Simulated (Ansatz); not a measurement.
Bond-angle distributions (per cent of the angles at each element, bins of 10°) of a relaxed model of amorphous Al28O47Ta2 at 3.62 g/cm³. Level of theory: PBE, scalar-relativistic without spin-orbit coupling (plane waves to 420 eV, PAW; Ansatz, a first-principles code).

It comes from a melt-quench run on a machine-learned potential (CHGNet), relaxed afterwards by DFT. O atoms were pushed apart under 1.9 Å during the dynamics, to hinder bonds among them. The hot cell started wider than the set density and was brought back towards it in steps. It is the lowest in DFT energy of 2 quenches. It is a model cell: composition and starting density were chosen by hand, and all elements were melted together. No dispersion term was used. Its density started from a set value of 3.62 and ended at 3.62 g/cm³. Cooling (nominally 410 K/ps over its main leg) ran many orders faster than in experiment, which tends to leave more defects and strain. One small periodic cell is one sample of the glass; other quenches scatter about these values. The volume was held where the preparation left it and the shape relaxed, at a PBE pressure of 1.4 GPa. Stress components on the final sampling reach 1.4 GPa.

Bonds are counted up to Al-Al 2.66 Å, Al-O 2.24 Å, Al-Ta 2.89 Å, O-O 1.58 Å, O-Ta 2.60 Å, Ta-Ta 3.12 Å. Two cations that share two anions don't count as bonded, nor two that share one unless they lie closer than Al-Al 2.59 Å, Al-Ta 2.81 Å, Ta-Ta 3.04 Å.

```tsv
angle (°)	at Al	at O	at Ta
50-60	0	0	0
60-70	0	0	13
70-80	3	0	10
80-90	24	2	20
90-100	18	21	13
100-110	20	12	10
110-120	16	21	3
120-130	6	24	10
130-140	4	10	7
140-150	1	5	3
150-160	3	3	3
160-170	4	1	7
170-180	2	1	0
```

They go with these counts of neighbours within the cut-offs, cation contacts included: Al mean 4.5, most often 4; O mean 3.0, most often 3; Ta mean 6.0, most often 6.
